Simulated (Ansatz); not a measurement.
Base system: TiO2 in the rutile structure (space group P4_2/mnm, No. 136).

```
CELL_PARAMETERS angstrom
      4.54810     0.00000     0.00000
      0.00000     4.54810     0.00000
      0.00000     0.00000     2.91711
ATOMIC_POSITIONS crystal
  Ti 0.00000 0.00000 0.00000
  Ti 0.50000 0.50000 0.50000
  O  0.30396 0.30396 0.00000
  O  0.80396 0.19604 0.50000
  O  0.19604 0.80396 0.50000
  O  0.69604 0.69604 0.00000
```

Cartesian axes are those of the cell as printed.

Computed with Ansatz (a quantum-chemistry and plane-wave program) LDA, no spin-orbit coupling.

The change: the cell is stretched by 1.20 % along z with no lateral relaxation, atoms relaxed at fixed cell.

Predict the stress tensor and what it implies for the stiffness.

Stress of the strained cell less that of the base (GPa, compression positive):
```
  -2.05    0.00    0.00
   0.00   -2.05    0.00
   0.00    0.00   -6.11
```

Then −Δσ_ii/ε with ε = 0.0120 gives relaxed-ion elastic constants: C33 ≈ 509 GPa, C13 ≈ 171 GPa and C23 ≈ 171 GPa.

Whether these cells are dynamically stable was not tested. The final runs are not spin-polarised.
